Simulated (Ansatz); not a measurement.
Consider ZnSe in the zinc blende structure (space group F-43m, No. 216; a = 5.6661 Å). Axes: x, y, z lie along the cube axes.

Calculations: Ansatz (an electronic-structure program), r2SCAN, PAW, cutoff 500 eV, no spin-orbit coupling, earlier PAW set.

For the base:

```
Item                                Result
---------------------  -------------------
Band gap                           1.86 eV
Gap character                  direct at Γ
Valence-band top at Γ  0.00, 0.00, 0.00 eV
Pressure                          0.00 GPa
```

Perturbation: the symmetric strain tensor [-0.0091 0.0029 -0.0041; 0.0029 -0.0117 0.0212; -0.0041 0.0212 0.0080], atoms relaxed at fixed cell.

Question: Predict the new band gap.

Answer: The band gap decreases by 0.10 eV (1.86 eV → 1.76 eV).

Question: How does this affect the gap character?

Answer: The gap character is still direct at Γ.

Question: What does the calculation give for the energy relative to the base after the change?

Answer: The energy rises by 7.0 meV/atom.

Question: What happens to the valence-band top at Γ?

Answer: The valence-band top at Γ (three highest levels, from the VBM) changes from 0.00, 0.00, 0.00 eV to 0.00, -0.13, -0.27 eV.

Question: What does the calculation give for the pressure after the change?

Answer: The pressure (mean of the normal stresses, compression positive) goes from zero to 0.88 GPa.

Whether these cells are dynamically stable was not tested. Labels are those of the standard path for the cell's own space group.
